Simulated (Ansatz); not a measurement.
Here is the system:

```yaml
crystal:
  lattice:
    - [0.00000, 2.47093, 2.47093]
    - [2.47093, 0.00000, 2.47093]
    - [2.47093, 2.47093, 0.00000]
  atoms:
    - { symbol: N, position: [0.00000, 0.00000, 0.00000] }
    - { symbol: Y, position: [0.50000, 0.50000, 0.50000] }
```

No spin polarisation.

The values are results of Kohn–Sham DFT with the PBE functional, run in Ansatz (a quantum-chemistry and plane-wave program) with PAW and 420 eV plane waves, no spin-orbit coupling, earlier PAW set, not measurements. Settings: 12×12×12 k-points, 0.05 eV Fermi–Dirac smearing.

**Question.** Predict the space group.

**Answer.** Fm-3m (No. 225).

**Question.** What gap character does the calculation give?

**Answer.** Indirect, Γ → X.

**Question.** What band gap does the calculation give?

**Answer.** 0.24 eV.

**Question.** What is the computed pressure?

**Answer.** -3.32 GPa.

The cells carry an imposed strain or load. No phonon test of stability was made. The cell was made from YN in the rock salt structure (space group Fm-3m, No. 225) by this change: isotropic strain +0.73 %. The zero or small gap of YN can change with the level of theory.
